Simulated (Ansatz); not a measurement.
**How a calculation on TiTeAs (Immm, 6 atoms in the cell) responds to its settings**

TiTeAs is modelled in the orthorhombic space group Immm (No. 71), Pearson symbol oI12. Conventional cell: a = 3.5730 Å, b = 5.2491 Å, c = 12.7940 Å, α = 90.00°, β = 90.00°, γ = 90.00°. Ti on 4j sees 4 As at 2.703 Å and 4 Te at 2.837–2.870 Å and 1 Ti at 3.031 Å. As on 4g is surrounded by 1 As at 2.554 Å and 1 As at 2.695 Å and 4 Ti at 2.703 Å. Te on 4i is surrounded by 4 Ti at 2.837–2.870 Å. (Neighbours: up to the widest gap in distance over summed covalent radii, below 1.35, at either atom; cation-cation and far metal-metal contacts left out.)
(The calculation used a cell of 6 atoms; values per cell refer to that cell.)

Base run A: r2SCAN, default PAW files made with PBE (Ansatz, a program for electronic structure), self-consistent single point.

Its settings: kpoints.mp_grid.grid = 5 5 5; hamiltonian.xc = r2scan; hamiltonian.pseudopotentials = {kind: paw} (the program's default PAW files); scf.occupations.method = methfessel_paxton; scf.occupations.width = 0.0073 Ry.

The starting cell comes from a database of published, mostly measured structures (it also holds non-ambient and calculated ones), without a prior relaxation at this level. Spin polarisation is off, so a magnetic state, if there is one, cannot be reached. Ansatz's pressure includes its estimate of the finite-basis (Pulay) stress. Without a gap this mesh is coarse (it stands for a supercell whose shortest vector is 18 Å).

```json
[
 {"run": "A", "change": "base", "pressure (GPa)": "1.13", "largest force (eV/Å)": "0.385"},
 {"run": "B", "change": "hamiltonian.xc: r2scan → lda [LDA (PW92)]", "pressure (GPa)": "-4.82", "largest force (eV/Å)": "0.543"},
 {"run": "C", "change": "hamiltonian.xc: r2scan → pbesol [PBEsol]", "pressure (GPa)": "-2.41", "largest force (eV/Å)": "0.418"},
 {"run": "D", "change": "hamiltonian.xc: r2scan → blyp [BLYP]", "pressure (GPa)": "8.22", "largest force (eV/Å)": "0.334"}
]
```

Run C against A: The pressure goes from 1.13 to -2.41 GPa and the largest force goes from 0.385 to 0.418 eV/Å.

Run B against A: The pressure goes from 1.13 to -4.82 GPa and the largest force goes from 0.385 to 0.543 eV/Å.

Left out of this page: 2 runs of the series held back from this collection.

Keys are those of Ansatz 0.2.
